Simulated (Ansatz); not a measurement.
Data:

```
CELL_PARAMETERS angstrom
      0.00000     1.84216     1.84216
      1.84216     0.00000     1.84216
      1.84216     1.84216     0.00000
ATOMIC_POSITIONS crystal
  Cu 0.00000 0.00000 0.00000
```

No spin polarisation.

Computed with PBE/PAW in Ansatz (a quantum-chemistry and plane-wave program), without spin-orbit coupling. k-mesh 31×31×31 (Γ-centred); smearing 0.1 eV (Fermi–Dirac).

Question: Predict the space group, band gap and pressure.

Answer: The space group is Fm-3m (No. 225) and the band gap comes out as zero. The pressure is -5.6 GPa.

The cells carry an imposed strain or load. Stability against distortions was not tested. The final runs are not spin-polarised. The cell was made from Cu in the fcc (Cu type) structure (space group Fm-3m, No. 225) by this change: isotropic strain +1.50 %.
